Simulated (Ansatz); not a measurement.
The parent structure is Al in the fcc (Cu type) structure (space group Fm-3m, No. 225; a = 4.014 Å).

Level of theory: PBEsol (Ansatz, a first-principles code), no spin-orbit coupling.

Before the change:

The shortest interatomic distance is 2.839 Å.

Perturbation: a hydrostatic pressure of 60 GPa.

Task: Estimate the effect on the shortest interatomic distance.

Result: The shortest interatomic distance falls by 0.308 Å, from 2.839 Å to 2.531 Å.

Load acts through the strain it causes; cell and atoms are relaxed under it. No phonon test of stability was made. No other phases were tried under pressure.
